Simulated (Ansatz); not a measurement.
The parent structure is GaAs in the zinc blende structure (space group F-43m, No. 216).

```xyz
2
Lattice="0.0000 2.8328 2.8328 2.8328 0.0000 2.8328 2.8328 2.8328 0.0000" Properties=species:S:1:pos:R:3 pbc="T T T"
As     4.2492     4.2492     4.2492
Ga     0.0000     0.0000     0.0000
```

Cartesian axes are those of the cell as printed.

Levels (all Ansatz, a quantum-chemistry and plane-wave program, PAW, earlier PAW set): r2SCAN (500 eV, no spin-orbit coupling); HSE06 (420 eV, no spin-orbit coupling).

Its gap is 0.97 eV with r2SCAN and 1.37 eV with HSE06.

Now apply this change: the cell is stretched by 1.28 % along y with no lateral relaxation; the atoms relax in the strained cell.

With r2SCAN the gap becomes 0.84 eV.

Problem. If the HSE06 correction stayed the same, what would the HSE06 gap be, and what does the HSE06 run give?

Solution. A rigid correction of +0.40 eV gives 1.24 eV. The HSE06 run gives 1.23 eV, so the two effects roughly add.

Single points use the geometry relaxed with r2SCAN. Whether these cells are dynamically stable was not tested.
